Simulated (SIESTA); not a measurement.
A working SIESTA input for BiTe2Br4 (P-1, 14 atoms in the cell) (DFT, GGA PBEsol, numerical atomic orbitals DZP, PseudoDojo PBEsol standard norm-conserving potentials (rewritten from UPF to PSML)):

```
# files in the folder: Bi.psml Te.psml Br.psml (PseudoDojo PBEsol standard)
SystemName  Bi(TeBr2)2
SystemLabel siesta

NumberOfAtoms                14
NumberOfSpecies              3
%block ChemicalSpeciesLabel
  1 83 Bi
  2 52 Te
  3 35 Br
%endblock ChemicalSpeciesLabel
LatticeConstant              1.0 Ang
%block LatticeVectors
     7.514460000    0.000000000    0.000000000
    -0.667765000    8.016295000    0.000000000
    -2.067881000   -0.429917000    9.122150000
%endblock LatticeVectors
AtomicCoordinatesFormat      Ang
%block AtomicCoordinatesAndAtomicSpecies
     0.836193330    0.416391645    5.590418406  1
     3.942620670    7.169986355    3.531731594  1
     4.619579091    4.042398887    7.315234528  2
     0.159234909    3.543979113    1.806915472  2
     5.611342013    2.871855143    0.105087168  2
    -0.832528013    4.714522857    9.017062832  2
     3.038196389    4.589900420    2.838630637  3
     1.740617611    2.996477580    6.283519363  3
     5.078292215    7.399748633    1.082069433  3
    -0.299478215    0.186629367    8.040080567  3
     2.577979679    7.185995473    6.360875195  3
     2.200834321    0.400382527    2.761274805  3
    -1.224585462    5.834384935    4.928332759  3
     6.003399462    1.751993065    4.193817241  3
%endblock AtomicCoordinatesAndAtomicSpecies

XC.functional                GGA
XC.authors                   PBEsol
PAO.BasisSize                DZP
PAO.EnergyShift              0.005 Ry
MeshCutoff                   400 Ry
%block kgrid.MonkhorstPack
    3   0   0  0.5
    0   3   0  0.5
    0   0   2  0.5
%endblock kgrid.MonkhorstPack
OccupationFunction           FD
ElectronicTemperature        20.0 meV

MaxSCFIterations             150
SCF.Mixer.Method             Pulay
SCF.Mixer.Weight             0.1
SCF.Mixer.History            6
SCF.DM.Tolerance             1.0E-04
Diag.ParallelOverK           true
WriteForces                  true
```

The run converged in 13 iterations: free energy E − TS -19250.9891 eV; top of the valence band (on the code's own zero) -5.73 eV; gap on the k-point mesh 1.07 eV; pressure -0.97 GPa; largest force (vector length) 1.145 eV/Å. Each of these slips is then made, one at a time:

(1)
```diff
-SCF.DM.Tolerance             1.0E-04
+SCF.DM.Tolerance             1.0E-01
+SCF.H.Tolerance              1.0 eV
```

(2)
```diff
-# files in the folder: Bi.psml Te.psml Br.psml (PseudoDojo PBEsol standard)
+# files in the folder: Te.psml Br.psml (PseudoDojo PBEsol standard)
```

Question: Predict the outcome of each change.

Answer: 
(1) A convergence threshold that is too loose. The run converged in 5 iterations without an error; against the sound input the free energy rises by 4.2 meV/atom, the pressure moves little (-0.97 to -1.07 GPa), the largest force goes from 1.145 to 1.408 eV/Å and the gap on the mesh goes from 1.067 to 1.000 eV.

(2) A potential or basis that cannot be found. The program stopped before any SCF iteration.

The starting cell comes from a database of computed structures (which also holds hypothetical and non-ambient phases and stackings), without a prior relaxation at this level. Spin-orbit coupling is off. Values carry the incompleteness of an atom-centred basis. In the base run, forces exceed 1 eV/Å. The shifted mesh does not hold Γ, so a gap read on it misses any band edge there.

Left out of this page: 3 runs of the series outside the window shown, repeating another row's setting, or not comparable.
